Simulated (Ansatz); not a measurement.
Results of r²SCANh in Ansatz (PAW) for CsCl-type CoAl.

The run printed, among other lines:

```
WARN output.stress: scf.exx.energy_threshold = 1e-6 eV is looser than the 2e-8 eV advised for a stress under a hybrid functional (1e-8 eV for each atom of the …
Crystal: 2 atoms, lattice volume = 21.051 Å³
Basis set: ecut = 520 eV, 587 PW (Γ), exchange–correlation on 72×72×72 points (27 copies of the dense FFT grid, shifted against one another)
Bands: 14, of which v1, the nominal top of the filled ones, is band 10 counted from 1 (9 counted from 0)
Symmetry: 48 space group operations
Space group: Pm-3m (ITA 221), of the structure as read, at distance tolerance 2.8e-5 Å
k-points: 56 of 1000
Functional: x = r2scan, c = r2scan; τ floored in thin density (d = 2e-4 eV/Å³), warm-up for x = 0.9 r2scan + 0.1 exact, c = r2scan; τ floored in thin density (d = 2e-4 eV/Å³)
SCF iter   1: F=—  HF=-5672.895066 eV  |F-HF|=—  |Δ(HF+E_count)|=         —  Δρ=6.53e-3  dr2=2.78e-3  dr2_τ=6.29e-2
SCF iter   2: F=—  HF=-5672.958947 eV  |F-HF|=—  |Δ(HF+E_count)|=   6.39e-2  Δρ=7.46e-3  dr2=5.23e-3  dr2_τ=1.38e-4
  ...
SCF 1 converged in 9 iterations: F = -5672.959380 eV  dr2 = 1.98e-10
Crystal: 2 atoms, lattice volume = 21.051 Å³
Initial density: handed on by an earlier stage of this run
Functional: x = 0.9 r2scan + 0.1 exact, c = r2scan; τ floored in thin density (d = 2e-4 eV/Å³)
Crystal: 2 atoms, lattice volume = 21.051 Å³
SCF iter   7: F=—  HF=-5671.579475 eV  |F-HF|=—  |Δ(HF+E_count)|=  2.55e-10  Δρ=1.74e-6  dr2=4.35e-10  dr2_τ=8.74e-12
SCF iter   8: F=-5671.579475 eV  HF=-5671.579475 eV  |F-HF|=6.09e-11  |Δ(HF+E_count)|=  2.82e-11  Δρ=9.55e-7  dr2=1.35e-10  dr2_τ=4.90e-12
SCF 3 converged in 8 iterations: F = -5671.579475 eV  dr2 = 1.35e-10
Free energy (F): -5671.579475 eV
Internal energy: -5671.575913 eV  (E = F + TS)
E sigma→0 (E₀):  -5671.577694 eV
Fermi energy:    16.206788 eV
--- Forces (eV/Å), atoms counted from 1 ---
  atom   1  Al     0.00000000    -0.00000000     0.00000000
  atom   2  Co    -0.00000000     0.00000000    -0.00000000
--- Stress (GPa, compression-positive) ---
       12.122670      -0.000000       0.000000
        0.000000      12.122670       0.000000
       -0.000000       0.000000      12.122670
  P = ⅓ Tr σ = 12.1227 GPa (121.227 kbar)
```

Write an input file that could have produced this run (the log leaves some choices open).

One answer among several that fit: 
Ansatz 0.2 input:
```yaml
crystal:
  lattice:
    - [2.7611398518, 0.0, 0.0]
    - [0.0, 2.7611398518, 0.0]
    - [0.0, 0.0, 2.7611398518]
  atoms:
    - { symbol: Al, position: [0.5, 0.5, 0.5] }
    - { symbol: Co, position: [0.0, 0.0, 0.0] }
basis:
  ecutwfc: 520
  ecutrho_ratio: 4
  xc_grid: 3
kpoints:
  mp_grid: { grid: [10, 10, 10] }
hamiltonian:
  xc: r2scanh
  dispersion: none
  pseudopotentials: { kind: paw }
scf:
  occupations: { method: fermi_dirac, width: 0.05 }
  convergence: { dr2_threshold: 0.0000000002 }
output:
  forces: true
  stress: true
  eigenvalues: true
```

The cell is one volume of an energy–volume scan, off the minimum.

The PAW data were made under PBE.

Note: the run has no spin polarisation, so it can have missed a magnetic state. Note: the run warned that the count of filled bands differs between k points.

Cost on a shared machine: around 4 core-minutes (rough).

Ansatz is an electronic-structure program.
